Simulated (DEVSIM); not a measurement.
System: Au/AlN/p-In0.53Ga0.47As capacitor, at 250 K.

Layer 1 from the left is AlN, thickness (nm) 4.20. Layer 2 from the left is In0.53Ga0.47As, thickness (nm) 1900, Na (cm⁻³) 9.2e16.

Metal gate on the left, work function 5.1 eV. Fixed charge at the semiconductor interface -3.2e11 cm⁻² (in units of +e); no interface traps.

This is a model device: material constants are rounded textbook-type values typed into the input, and sizes, dopings and lifetimes were drawn at random. Values at 300 K; Nc and Nv go as T^1.5, mobilities as T to minus their exponent, the gap by Varshni's rule with the affinity fixed.

AlN: gap (eV) 6.1, affinity (eV) 1.9, permittivity 8.5. In0.53Ga0.47As: gap (eV) 0.74, affinity (eV) 4.51, permittivity 13.9, Nc (cm⁻³) 2.1e17, Nv (cm⁻³) 7.7e18, Varshni α (eV/K) 0.00035, Varshni β (K) 190.

Question: Estimate by hand the flat-band voltage, the threshold voltage, and compare with a numerical solution.

Answer: 
- Flat-band voltage: C = 1.79 μF/cm², work-function difference -0.075 V; VFB = φms − qNf/C = -0.05 V; numerical -0.05 V.
- Threshold voltage: φF = 0.327 V, depletion charge √(4εqNφF) = 1.54e-7 C/cm²; VT = VFB + 2φF + Qd/C = 0.69 V; numerical 0.69 V.

DEVSIM, 1D Poisson equation in equilibrium, Boltzmann statistics, complete ionisation; no quantum confinement or tunnelling. Metal contacts follow the ideal Schottky-Mott rule: no Fermi-level pinning, no interface dipoles.
